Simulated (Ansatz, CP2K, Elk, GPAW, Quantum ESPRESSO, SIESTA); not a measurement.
One structure in several programs: CsZn4P3 (P1, 8 atoms in the cell)

Self-consistent single point, at a second geometry (atoms moved at random). First geometry:

```yaml
crystal:
  lattice:
    - [3.95666, 0.00000, 0.00000]
    - [0.00000, 3.95666, 0.00000]
    - [0.00000, 0.00000, 10.18103]
  atoms:
    - { symbol: Cs, position: [0.00000, 0.00000, 0.50000] }
    - { symbol: Zn, position: [0.50000, 0.00000, 0.84844] }
    - { symbol: Zn, position: [0.50000, 0.00000, 0.15156] }
    - { symbol: Zn, position: [0.00000, 0.50000, 0.84844] }
    - { symbol: Zn, position: [0.00000, 0.50000, 0.15156] }
    - { symbol: P, position: [0.50000, 0.50000, 0.72670] }
    - { symbol: P, position: [0.50000, 0.50000, 0.27330] }
    - { symbol: P, position: [0.00000, 0.00000, 0.00000] }
```

Second geometry:
```
CELL_PARAMETERS angstrom
      3.95666     0.00000     0.00000
      0.00000     3.95666     0.00000
      0.00000     0.00000    10.18103
ATOMIC_POSITIONS crystal
  Cs 0.99411 0.99886 0.50221
  Zn 0.50175 0.99315 0.84324
  Zn 0.50177 0.99283 0.15554
  Zn 0.98453 0.50233 0.85188
  Zn 0.02382 0.51200 0.14513
  P  0.48699 0.48826 0.72756
  P  0.50892 0.51755 0.27233
  P  0.99812 0.99502 0.00210
```

Shared settings, as Ansatz (a quantum-chemistry and plane-wave program) writes them: kpoints.mp_grid.grid = 4 4 2; scf.occupations.method = fermi_dirac; scf.occupations.width = 0.1 eV. Potentials and cutoffs stand in the table.

```csv
code,model,ΔF from the first geometry (meV/atom),pressure (GPa),largest force (eV/Å),cutoff
SIESTA,"LDA PW92, numerical atomic orbitals DZP, PseudoDojo LDA standard norm-conserving potentials (rewritten from UPF to PSML)",18.4,2.19,1.612,grid 300 Ry
Quantum ESPRESSO,"LDA (PW92), PseudoDojo standard norm-conserving (LDA) pseudopotentials",13.8,1.53,1.134,85 Ry
Ansatz,"LDA (PW92), PAW files made with PBE",13.9,1.64,1.146,420 eV
CP2K,"LDA (Pade form), GPW, DZVP-MOLOPT-SR-GTH basis, GTH-PADE potentials (GTH_POTENTIALS)",14.5,2.50,1.247,grid 600 Ry
GPAW,"LDA (Perdew-Wang 92), GPAW PAW datasets LDA (gpaw-data 1.0.1)",13.8,1.54,1.122,800 eV
Elk,"LDA (PW92), all-electron FP-LAPW, Elk's shipped species files, default APW+lo basis",14.1,–,–,rgkmax 7
```

Size of the force on each atom (eV/Å): Sizes of forces hide their directions.

```
code                Cs1    Zn2    Zn3    Zn4    Zn5     P6     P7     P8
----------------  -----  -----  -----  -----  -----  -----  -----  -----
SIESTA            0.067  0.804  1.343  0.445  0.786  1.210  1.612  0.464
Quantum ESPRESSO  0.072  0.564  1.054  0.259  0.556  0.614  1.134  0.365
Ansatz            0.072  0.563  1.057  0.259  0.558  0.626  1.146  0.368
CP2K              0.077  0.604  1.110  0.279  0.575  0.728  1.247  0.383
GPAW              0.072  0.560  1.052  0.256  0.555  0.589  1.122  0.366
```

A dash marks a value that a program does not give, or that is left out as unsure.

The spread over the programs that give each value: ΔF from the first geometry within 4.6 meV/atom; pressure within 0.97 GPa; largest force within 0.490 eV/Å.

SIESTA and CP2K use small atom-centred bases, whose incompleteness enters pressures, forces and empty levels differently from a plane-wave cutoff. Elk treats all electrons, but the usual bases taken here (sphere radii, linearisation, local orbitals, empty states) were not tested for convergence, so the values are no reference for the others. Ansatz's pressure is given at a fixed set of plane waves, as the other plane-wave codes print theirs; with its correction for the finite basis it is 1.67 GPa. In the force vectors, SIESTA (by 0.609) and CP2K (by 0.129) lie more than 0.08 eV/Å from the median of the plane-wave programs.

The shared mesh is coarse (it stands for a supercell whose shortest vector is 16 Å), so the values are not converged in it.

The starting cell comes from a database of computed structures (which also holds hypothetical and non-ambient phases and stackings), without a prior relaxation at this level. Its lattice was rescaled by a random factor within 2.5 % of one. For this run, on top of that: atoms moved at random.

Left out of this page: ABINIT (failed or unconverged); FLEUR (with a known weakness of the program).

Keys are those of Ansatz 0.2.
